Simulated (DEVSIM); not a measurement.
Device: illuminated Si p-on-n cell, one wavelength, at 300 K.

| layer (left to right) | material | thickness (μm) | Nd (cm⁻³) | Na (cm⁻³) | τn (s) | τp (s) | absorption coefficient (cm⁻¹) |
|---|---|---|---|---|---|---|---|
| 1 | Si | 0.420 | - | 1.3e19 | 8.7e-6 | 1e-6 | 120 |
| 2 | Si | 130 | 5.7e15 | - | 7.9e-5 | 7.9e-5 | 120 |

Left contact: ohmic, minority electron recombination velocity 2e6 cm/s. Right contact: ohmic, minority hole recombination velocity 2000 cm/s. Voltage is applied to the left contact. Recombination: SRH at mid-gap, radiative, Auger. Gap narrowing is on: ΔEg = 6.92 meV × (l + √(l² + 0.5)), l = ln(N/1.3e17 cm⁻³), shared equally by both band edges. Light enters at the left, 4.2e17 photons cm⁻² s⁻¹, one pass, no reflection. Mobility is μmin + (μ − μmin)/(1 + (N/Nref)^α).

This is a model device: material constants are rounded textbook-type values typed into the input, and sizes, dopings and lifetimes were drawn at random. Values at 300 K.

```
parameter           Si
-------------  -------
gap (eV)         1.124
affinity (eV)     4.05
permittivity      11.7
Nc (cm⁻³)      2.86e19
Nv (cm⁻³)       3.1e19
μn (cm²/Vs)       1417
μp (cm²/Vs)        470
μn,min              52
μp,min              45
Nref,n          9.7e16
Nref,p          2.2e17
αn                0.68
αp                0.72
B (cm³/s)      4.7e-15
Cn (cm⁶/s)     2.8e-31
Cp (cm⁶/s)     9.9e-32
```

Model (solved in DEVSIM): 1D drift-diffusion, Boltzmann statistics, complete ionisation; no tunnelling, impact ionisation, image-force lowering or self-heating.

Base results: largest power (mW/cm²) 19.1; fill factor 0.83; dark forward voltage at 1 A/cm² (V) 0.692; open-circuit voltage (V) 0.600.

Task: What follows from this one change: photon flux 4.2e+17 → 1.3e+18 cm^-2 s^-1?

Result: largest power 19.1 → 62.6 mW/cm²; fill factor little changed (0.83); dark forward voltage at 1 A/cm² little changed (0.692 V); open-circuit voltage 0.600 → 0.629 V.

Task: What follows from this one change: minority lifetime in layer 2 7.9e-05 → 0.0024 s?

Result: largest power 19.1 → 19.6 mW/cm²; fill factor little changed (0.83); dark forward voltage at 1 A/cm² little changed (0.693 V); open-circuit voltage little changed (0.602 V).

Task: What follows from this one change: thickness of layer 1 0.42 → 0.084 μm?

Result: largest power 19.1 → 18.4 mW/cm²; fill factor little changed (0.82); dark forward voltage at 1 A/cm² 0.692 → 0.673 V; open-circuit voltage 0.600 → 0.581 V.

Task: What follows from this one change: recombination velocity at the right contact 2000 → 100000 cm/s?

Result: largest power 19.1 → 16.1 mW/cm²; fill factor little changed (0.83); dark forward voltage at 1 A/cm² 0.692 → 0.687 V; open-circuit voltage 0.600 → 0.590 V.

Task: What follows from this one change: doping Nd of layer 2 5.7e+15 → 1.7e+16 cm^-3?

Result: largest power 19.1 → 19.5 mW/cm²; fill factor little changed (0.83); dark forward voltage at 1 A/cm² 0.692 → 0.703 V; open-circuit voltage 0.600 → 0.615 V.
